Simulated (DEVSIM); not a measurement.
Structure: abrupt Si n-p junction, at 350 K.

| layer (left to right) | material | thickness (μm) | Nd (cm⁻³) | Na (cm⁻³) | τn (s) | τp (s) |
|---|---|---|---|---|---|---|
| 1 | Si | 7.50 | 1.4e18 | - | 8.2e-7 | 8.2e-7 |
| 2 | Si | 1.90 | - | 2.3e15 | 8.2e-7 | 8.2e-7 |

Left contact: ohmic. Right contact: ohmic. Voltage is applied to the left contact. Recombination: SRH at mid-gap, radiative, Auger. Mobility is μmin + (μ − μmin)/(1 + (N/Nref)^α).

The device is made up for the run: typed textbook-type constants, with dimensions and the other settings drawn at random. Values at 300 K; Nc and Nv go as T^1.5, mobilities as T to minus their exponent, the gap by Varshni's rule with the affinity fixed.

```
parameter               Si
----------------  --------
gap (eV)             1.124
affinity (eV)         4.05
permittivity          11.7
Nc (cm⁻³)          2.86e19
Nv (cm⁻³)           3.1e19
μn (cm²/Vs)           1417
μp (cm²/Vs)            470
μn,min                  52
μp,min                  45
Nref,n              9.7e16
Nref,p              2.2e17
αn                    0.68
αp                    0.72
T exponent of μn       2.3
T exponent of μp       2.2
B (cm³/s)          4.7e-15
Cn (cm⁶/s)         2.8e-31
Cp (cm⁶/s)         9.9e-32
Varshni α (eV/K)  0.000473
Varshni β (K)          636
```

Model (solved in DEVSIM): 1D drift-diffusion, Boltzmann statistics, complete ionisation; no tunnelling, impact ionisation, image-force lowering or self-heating.

### Question
Tabulate band edges, carrier densities and field at zero bias.

### Answer
Energies count from the Fermi level of the right contact; mesh points crowd at the junctions.

```json
[
 {"x (μm)": "0.000", "Ec (eV)": "0.098", "Ev (eV)": "-1.013", "n (cm⁻³)": "1.4e18", "p (cm⁻³)": "100000", "field (V/cm)": "≈ 0"},
 {"x (μm)": "0.02805", "Ec (eV)": "0.098", "Ev (eV)": "-1.013", "n (cm⁻³)": "1.4e18", "p (cm⁻³)": "100000", "field (V/cm)": "≈ 0"},
 {"x (μm)": "0.08866", "Ec (eV)": "0.098", "Ev (eV)": "-1.013", "n (cm⁻³)": "1.4e18", "p (cm⁻³)": "100000", "field (V/cm)": "≈ 0"},
 {"x (μm)": "0.2197", "Ec (eV)": "0.098", "Ev (eV)": "-1.013", "n (cm⁻³)": "1.4e18", "p (cm⁻³)": "100000", "field (V/cm)": "≈ 0"},
 {"x (μm)": "0.6479", "Ec (eV)": "0.098", "Ev (eV)": "-1.013", "n (cm⁻³)": "1.4e18", "p (cm⁻³)": "100000", "field (V/cm)": "≈ 0"},
 {"x (μm)": "1.428", "Ec (eV)": "0.098", "Ev (eV)": "-1.013", "n (cm⁻³)": "1.4e18", "p (cm⁻³)": "100000", "field (V/cm)": "≈ 0"},
 {"x (μm)": "3.114", "Ec (eV)": "0.098", "Ev (eV)": "-1.013", "n (cm⁻³)": "1.4e18", "p (cm⁻³)": "100000", "field (V/cm)": "≈ 0"},
 {"x (μm)": "5.847", "Ec (eV)": "0.098", "Ev (eV)": "-1.013", "n (cm⁻³)": "1.4e18", "p (cm⁻³)": "100000", "field (V/cm)": "≈ 0"},
 {"x (μm)": "6.748", "Ec (eV)": "0.098", "Ev (eV)": "-1.013", "n (cm⁻³)": "1.4e18", "p (cm⁻³)": "100000", "field (V/cm)": "≈ 0"},
 {"x (μm)": "7.165", "Ec (eV)": "0.098", "Ev (eV)": "-1.013", "n (cm⁻³)": "1.4e18", "p (cm⁻³)": "100000", "field (V/cm)": "≈ 0"},
 {"x (μm)": "7.358", "Ec (eV)": "0.098", "Ev (eV)": "-1.013", "n (cm⁻³)": "1.4e18", "p (cm⁻³)": "100000", "field (V/cm)": "≈ 0"},
 {"x (μm)": "7.464", "Ec (eV)": "0.098", "Ev (eV)": "-1.013", "n (cm⁻³)": "1.4e18", "p (cm⁻³)": "100000", "field (V/cm)": "≈ 0"},
 {"x (μm)": "7.496", "Ec (eV)": "0.112", "Ev (eV)": "-0.999", "n (cm⁻³)": "8.9e17", "p (cm⁻³)": "160000", "field (V/cm)": "34000"},
 {"x (μm)": "7.520", "Ec (eV)": "0.211", "Ev (eV)": "-0.900", "n (cm⁻³)": "3.3e16", "p (cm⁻³)": "4300000", "field (V/cm)": "27000"},
 {"x (μm)": "7.601", "Ec (eV)": "0.372", "Ev (eV)": "-0.739", "n (cm⁻³)": "1.6e14", "p (cm⁻³)": "8.9e8", "field (V/cm)": "17000"},
 {"x (μm)": "7.743", "Ec (eV)": "0.580", "Ev (eV)": "-0.531", "n (cm⁻³)": "1.6e11", "p (cm⁻³)": "8.9e11", "field (V/cm)": "12000"},
 {"x (μm)": "8.046", "Ec (eV)": "0.791", "Ev (eV)": "-0.320", "n (cm⁻³)": "1.5e8", "p (cm⁻³)": "9.6e14", "field (V/cm)": "2500"},
 {"x (μm)": "8.626", "Ec (eV)": "0.817", "Ev (eV)": "-0.294", "n (cm⁻³)": "6.2e7", "p (cm⁻³)": "2.3e15", "field (V/cm)": "≈ 0"},
 {"x (μm)": "9.129", "Ec (eV)": "0.817", "Ev (eV)": "-0.294", "n (cm⁻³)": "6.2e7", "p (cm⁻³)": "2.3e15", "field (V/cm)": "≈ 0"},
 {"x (μm)": "9.286", "Ec (eV)": "0.817", "Ev (eV)": "-0.294", "n (cm⁻³)": "6.2e7", "p (cm⁻³)": "2.3e15", "field (V/cm)": "≈ 0"},
 {"x (μm)": "9.359", "Ec (eV)": "0.817", "Ev (eV)": "-0.294", "n (cm⁻³)": "6.2e7", "p (cm⁻³)": "2.3e15", "field (V/cm)": "≈ 0"},
 {"x (μm)": "9.400", "Ec (eV)": "0.817", "Ev (eV)": "-0.294", "n (cm⁻³)": "6.2e7", "p (cm⁻³)": "2.3e15", "field (V/cm)": "≈ 0"}
]
```
